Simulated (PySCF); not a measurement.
PySCF 2.14.0, R2SCAN/def2-svp, df: Na(OtBu) (CC(C)(C)[O][Na]), 15 atoms. The geometry is a generated start, not checked to be a minimum at this level.

- task: energy
- method: r2scan
- basis: def2-svp
- two-electron scheme: density fitting
- mol.max_memory: 3000 MB
- mf.max_cycle: 100
- mf.init_guess: minao (default)
- mf.DIIS: CDIIS (default)
- mf.diis_space: 8 (default)
- mf.conv_tol: 1e-09 (default)
- mf.grids.level: 3 (default)
- basis functions: 130
- grid points: 176928

```xyz
15

Na     1.7815     2.0952     1.4326
O      0.3351     0.9915     1.2252
C     -0.0060     0.1359     0.2216
C      1.0979    -0.9163    -0.0178
C     -1.3075    -0.6113     0.5968
C     -0.2494     0.8912    -1.1017
H      0.8046    -1.6316    -0.7822
H      1.2921    -1.4462     0.9118
H      2.0184    -0.4133    -0.3331
H     -1.1499    -1.1605     1.5209
H     -1.6047    -1.3006    -0.1892
H     -2.0980     0.1141     0.7617
H      0.6751     1.3857    -1.4161
H     -1.0121     1.6496    -0.9416
H     -0.5771     0.2167    -1.8890
```

One run each on 2 threads, 1 BLAS thread. Values of level_shift (Hartree) tried: 0 (default), 0.1, 0.3, 1.

Task: Predict the course of the Fock builds along this series.

Result: Fewest Fock builds: 0 (default) with 14. The count rises to 63 at 1. All converge to one solution.

```json
[
 {"level_shift (Hartree)": "0 (default)", "Fock builds": "14", "end": "same solution"},
 {"level_shift (Hartree)": "0.1", "Fock builds": "18", "end": "same solution"},
 {"level_shift (Hartree)": "0.3", "Fock builds": "29", "end": "same solution"},
 {"level_shift (Hartree)": "1", "Fock builds": "63", "end": "same solution"}
]
```
